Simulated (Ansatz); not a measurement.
Rock-salt ScAs

The numbers are results of LDA (PAW; Ansatz, a first-principles code), not measurements.

Run with plane-wave cutoff 520 eV, 18×18×18 k mesh, Fermi–Dirac smearing 0.05 eV, scalar-relativistic PAW data made under PBE.

Cell (relaxed at this level):

ScAs is taken in the cubic space group Fm-3m (No. 225), the rock salt structure, Pearson symbol cF8. Lattice parameters: a = b = c = 5.3535 Å, α = β = γ = 90.00°. Sc on 4a sees 6 As at 2.677 Å (octahedral). As on 4b sees 6 Sc at 2.677 Å (octahedral). (Neighbours: up to the widest gap in distance over summed covalent radii, below 1.35, at either atom; cation-cation and far metal-metal contacts left out.)
(The calculation used a cell of 2 atoms; values per cell refer to that cell.)

- band gap = zero (no gap)
- bulk modulus B0 = 99.2 GPa

Note: the bulk modulus is −V dP/dV from two relaxed cells at ±2 % in volume; the volume lies 6 % below that of the published cell.

Spin–orbit coupling is not included.

Computed values are for the static lattice.

Computing time: around 60 core-seconds (rough).
